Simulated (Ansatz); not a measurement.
Fluorite CeH₂ (cell taken from a computed entry), treated with r²SCAN-D4 (Ansatz, a program for electronic structure, plane waves, PAW).

Settings: plane-wave cutoff 500 eV, 12×12×12 k mesh, Fermi–Dirac smearing 0.05 eV, spin-polarised start, scalar-relativistic PAW data made under PBE.

Computed at the level's own relaxed cell.

### Question
Predict the volume per atom and equilibrium lattice constant a.

### Answer

* **volume per atom**: 14.21 Å³/atom
* **equilibrium lattice constant a**: 5.546 Å

Note: the magnetic order was assumed, not searched for or taken from measurement; the relaxation could not lower the start's symmetry, so the cell can be a saddle point above a distorted one; the 4f shell is treated without U or exact exchange, so its levels and filling can be wrong.

Spin–orbit coupling is not included.

Static lattice: no zero-point or thermal effects.
